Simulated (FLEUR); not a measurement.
Band structure of AlSn (P-6m2, 2 atoms in the cell).

```
CELL_PARAMETERS angstrom
      4.19811     0.00000     0.00000
     -2.09905     3.63567     0.00000
      0.00000     0.00000     3.30685
ATOMIC_POSITIONS crystal
  Al 0.00000 0.00000 0.00000
  Sn 0.33333 0.66667 0.50000
```

Level of theory: LDA (Perdew-Zunger), all-electron FLAPW (FLEUR), scalar-relativistic valence run with FLEUR.

Settings: Kmax = 4 1/bohr; GmaxXC = 16 1/bohr; xcFunctional = pz; jspins = 1; l_soc = F; mode = hist; fermiSmearingEnergy = 0.00367493 Htr; mesh (inpgen div1-3) = 7 7 8; inpgen gamma flag = true; Gmax = 16 1/bohr; numbands = 0; maxIterBroyd = 15; imix = Anderson; alpha = 0.05.

The starting cell comes from a database of computed structures (which also holds hypothetical and non-ambient phases and stackings), without a prior relaxation at this level. Values depend on the basis (sphere radii, cutoffs, local orbitals), which need not be converged.

Levels in eV from the Fermi level, bands 5 to 12:
```json
[
 {"point": "Γ", "5": "-21.09", "6": "-10.47", "7": "-0.21", "8": "-0.21", "9": "0.59", "10": "2.57", "11": "3.17", "12": "3.17"},
 {"point": "M", "5": "-21.09", "6": "-8.67", "7": "-6.30", "8": "-1.81", "9": "0.58", "10": "4.37", "11": "6.46", "12": "7.17"},
 {"point": "K", "5": "-21.10", "6": "-8.26", "7": "-6.30", "8": "-3.92", "9": "4.96", "10": "5.44", "11": "5.73", "12": "5.96"},
 {"point": "A", "5": "-21.04", "6": "-7.48", "7": "-6.19", "8": "2.67", "9": "2.67", "10": "3.61", "11": "3.61", "12": "3.72"},
 {"point": "L", "5": "-21.03", "6": "-5.84", "7": "-4.20", "8": "-3.14", "9": "-2.32", "10": "1.18", "11": "2.43", "12": "3.71"},
 {"point": "H", "5": "-21.03", "6": "-5.50", "7": "-3.58", "8": "-3.04", "9": "-2.60", "10": "-0.87", "11": "0.24", "12": "7.62"}
]
```
